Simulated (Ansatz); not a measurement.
The starting structures come from a database of crystals and need not be the phases stable at ambient conditions.

The decay constant κ of evanescent states in the gap governs leakage through a thin film.

Data:

```yaml
crystal:
  lattice:
    - [3.80831, 0.00000, 0.00000]
    - [-1.90415, 3.29809, 0.00000]
    - [1.90415, 1.09936, 6.43081]
  atoms:
    - { symbol: Ga, position: [0.12926, 0.56463, 0.30611] }
    - { symbol: Ga, position: [0.87074, 0.43537, 0.69389] }
    - { symbol: P, position: [0.88523, 0.94261, 0.17216] }
    - { symbol: P, position: [0.11477, 0.05739, 0.82784] }
```

Space group of this cell: R-3m. The cell is strained (lengths across the current scaled by 0.98, ions clamped); by r2SCAN its mean pressure is 0.7 GPa.

Transport runs along the normal of the first two printed cell vectors, the (001) (indices of the unstrained crystal) plane of the conventional cell.

The gap is the functional's own. No spin-orbit coupling. Mid-gap values are interpolated on the energy grid.

Problem. State the band gap and the smallest decay constant κ at mid-gap according to r2SCAN run with Ansatz (a quantum-chemistry and plane-wave program).

Solution. Gap 0.96 eV on a 10×10×10 mesh; κ = 0.091 1/Å, at the zone centre.
